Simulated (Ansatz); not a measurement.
The structure below was relaxed with PBEsol (Ansatz, a program for electronic structure; PAW; 420 eV plane waves; scalar-relativistic without spin-orbit coupling), at pressure 1.5 GPa.

```yaml
crystal:
  lattice:
    - [5.64216, 0.00000, 0.00000]
    - [-2.82108, 4.88626, 0.00000]
    - [0.00000, 0.00000, 4.42453]
  atoms:
    - { symbol: Rh, position: [0.00000, 0.50000, 0.00000] }
    - { symbol: Rh, position: [0.50000, 0.00000, 0.00000] }
    - { symbol: Rh, position: [0.50000, 0.50000, 0.00000] }
    - { symbol: Pb, position: [0.66667, 0.33333, 0.50000] }
    - { symbol: Pb, position: [0.33333, 0.66667, 0.50000] }
    - { symbol: Pb, position: [0.00000, 0.00000, 0.00000] }
```

Problem. Find the space group and the Wyckoff positions.

Solution. Space group P6/mmm (No. 191); a = 5.6422 Å, b = 5.6422 Å, c = 4.4245 Å, α = 90.00°, β = 90.00°, γ = 120.00°

| atom | site | symmetry | x | y | z |
|---|---|---|---|---|---|
| Rh | 3f | mmm | 0.0000 | 0.5000 | 0.0000 |
| Pb | 2d | -6m2 | 0.3333 | 0.6667 | 0.5000 |
| Pb | 1a | 6/mmm | 0.0000 | 0.0000 | 0.0000 |

Problem. Describe the coordination.

Solution. The crystal has 6 atoms in its conventional cell. Lattice parameters: a = 5.642 Å, b = 5.642 Å, c = 4.425 Å, α = 90.00°, β = 90.00°, γ = 120.00°. Rh is coordinated by 6 Pb at 2.747–2.821 Å and 4 Rh at 2.821 Å. Pb1 has 6 Rh at 2.747 Å and 3 Pb at 3.258 Å. Pb2 is surrounded by 6 Rh at 2.821 Å. (Neighbours: up to the widest gap in distance over summed covalent radii, below 1.35, at either atom.)

Load acts through the strain it causes; cell and atoms are relaxed under it. Stability against distortions was not tested. The final runs are not spin-polarised. The cell was made from RhPb (space group P6/mmm, No. 191) by this change: pressure 1.5 GPa.
